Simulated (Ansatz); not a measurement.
The parent structure is HfO2 in the fluorite structure (space group Fm-3m, No. 225; a = 5.0010 Å). Axes: x, y, z lie along the cube axes.

Calculations: LDA (Ansatz, a program for electronic structure; PAW; 420 eV plane waves; no spin-orbit coupling).

Base values:

Electron mass: 1.1 mₑ along k, 0.68 mₑ across (at X)
Band gap: 3.66 eV

The change: the cell is stretched by 3.00 % along z with no lateral relaxation, atoms relaxed at fixed cell.

Q: How does this affect the electron mass?

A: The electron mass changes from 1.1 mₑ along k, 0.68 mₑ across (at X) to 0.38 mₑ along z, 1.1 mₑ across (at Γ).

Q: Estimate the effect on the stress.

A: The stress (xx, yy, zz, yz, xz, xy; compression positive) is (-3.17, -3.17, -17.08, 0.00, 0.00, 0.00) GPa.

Q: What happens to the band gap?

A: The band gap decreases by 0.28 eV, from 3.66 eV to 3.38 eV.

Spin-orbit coupling, missing from the scalar runs, can matter with Hf. The cells carry an imposed strain or load. Effective masses come from finite differences of ±0.01 Å⁻¹. Along k means along the line from Γ to the band edge. Stability against distortions was not tested. This is not the structure that HfO2 has at room temperature and ambient pressure.
